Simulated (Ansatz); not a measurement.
Levels about the gap of amorphous Si24O47Cl2 (73 atoms in a cell of 1113 Å³, 2.23 g/cm³; zone centre alone, so wide bands show as single levels with stretches between that a denser mesh fills), at the geometry that PBE relaxed, where it gives 0.0 GPa on a denser mesh. The participation number counts the atoms over which a state spreads; weights are charges in smoothed Voronoi cells. The levels come from a single point, so bond lengths are those of that geometry. Method of the levels: r2SCAN, scalar-relativistic without spin-orbit coupling (Ansatz, a quantum-chemistry and plane-wave program). Sampling: the zone centre alone; Fermi-Dirac width 0.02 eV; no spin polarisation. At PBE the levels at the filled edge of the gap are localised (band-tail or defect states), and the nearest spread-out levels lie 5.1 eV apart at the zone centre.

The cell was made by melting and quenching with the CHGNet potential and then relaxed with DFT. Anions were pushed apart under 1.9 Å during the dynamics, to hinder bonds among them. The hot cell started wider than the set density and was brought back towards it in steps. It is the lowest in DFT energy of 2 quenches. It is a model cell: composition and starting density were chosen by hand, and all elements were melted together. No dispersion term was used. Its density started from a set value of 2.21 and ended at 2.23 g/cm³. The simulated quench (nominally 480 K/ps over its main leg) is rapid and tends to freeze in more defects than a deposited or slowly cooled glass has. A cell of this size samples the disorder only roughly. Volume and shape were free in the relaxation.

```csv
"E - E(highest filled), eV",filling,participation number,largest on,weight O,weight Si,weight Cl
-1.07,filled,15.6,"Cl, 1 neighbours",0.79,0.04,0.17
-0.97,filled,20.7,"O, 2 neighbours",0.89,0.04,0.07
-0.95,filled,13.5,"Cl, 1 neighbours",0.75,0.04,0.21
-0.91,filled,11.2,"O, 2 neighbours",0.85,0.05,0.10
-0.70,filled,9.3,"O, 2 neighbours",0.93,0.05,0.02
-0.47,filled,6.9,"O, 2 neighbours",0.95,0.05,0.00
0.00,filled,4.1,"O, 2 neighbours",0.95,0.05,0.00
4.85,empty,29.4,"Cl, 2 neighbours",0.58,0.31,0.10
5.77,empty,14.7,"Cl, 2 neighbours",0.45,0.38,0.17
5.95,empty,5.7,"Cl, 2 neighbours",0.28,0.40,0.32
6.76,empty,43.8,"O, 2 neighbours",0.64,0.31,0.05
6.86,empty,46.7,"O, 2 neighbours",0.68,0.29,0.03
6.99,empty,42.4,"O, 2 neighbours",0.70,0.26,0.04
7.07,empty,48.3,"Si, 4 neighbours",0.66,0.31,0.04
```

Most localised among these is the filled level at +0.00 eV, on a O atom, which has 2 neighbours (Si 1.59 Å, Si 1.72 Å).
